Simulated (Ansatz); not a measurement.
Pressure series in NaCl

The parent structure is NaCl in the rock salt structure (space group Fm-3m, No. 225; a = 5.696 Å).

Cell and atoms are relaxed at each pressure.

Computed with PBE (Ansatz, a program for electronic structure, PAW, no SOC).

Candidates:
(a) pressure 1.5 GPa
(b) pressure 10 GPa
(c) pressure 5 GPa
(d) pressure 7.5 GPa
(e) pressure 0.7 GPa

For the base:

- Band gap = 5.00 eV

Order them by band gap, lowest first.

(e) pressure 0.7 GPa (5.10 eV), (a) pressure 1.5 GPa (5.21 eV), (c) pressure 5 GPa (5.61 eV), (d) pressure 7.5 GPa (5.85 eV), (b) pressure 10 GPa (6.06 eV)

Load acts through the strain it causes; cell and atoms are relaxed under it. Stability against distortions was not tested. Competing high-pressure phases were not computed.
